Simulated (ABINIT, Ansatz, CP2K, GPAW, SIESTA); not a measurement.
# Code comparison for ZnS (F-43m, 2 atoms in the cell)

Band-structure calculation.

```
CELL_PARAMETERS angstrom
      0.00000     2.70500     2.70500
      2.70500     0.00000     2.70500
      2.70500     2.70500     0.00000
ATOMIC_POSITIONS crystal
  Zn 0.00000 0.00000 0.00000
  S  0.25000 0.25000 0.25000
```

Shared settings, as Ansatz (a first-principles code) writes them: kpoints.mp_grid.grid = 7 7 7; scf.occupations.method = fermi_dirac; scf.occupations.width = 0.05 eV. Potentials and cutoffs stand in the table.

| code | model | gap along the path (eV) | smallest direct gap (eV) | cutoff |
|---|---|---|---|---|
| GPAW | PBE, GPAW PAW datasets PBE (gpaw-data 1.0.1) | 2.09 | 2.09 | 800 eV |
| CP2K | PBE, GPW, DZVP-MOLOPT-SR-GTH basis, GTH-PBE potentials (GTH_POTENTIALS) | 2.08 | 2.08 | grid 600 Ry |
| SIESTA | GGA PBE, numerical atomic orbitals DZP, PseudoDojo PBE standard norm-conserving potentials (rewritten from UPF to PSML) | 2.42 | 2.42 | grid 350 Ry |
| Ansatz | PBE, default PAW files | 2.09 | 2.09 | default |
| ABINIT | PBE, PAW (JTH v2.0 PBE PAW) | 2.08 | 2.08 | 30 Ha |

The spread over the programs that give each value: gap along the path within 0.34 eV; smallest direct gap within 0.34 eV.

CP2K and SIESTA use small atom-centred bases, whose incompleteness enters pressures, forces and empty levels differently from a plane-wave cutoff.

In the gap along the path, SIESTA stands apart from the plane-wave programs.

The starting cell has typed, rounded lattice constants, without a prior relaxation at this level.

Left out of this page: Quantum ESPRESSO, Elk and FLEUR (not drawn, or without a comparable value).

Keys are those of Ansatz 0.2.
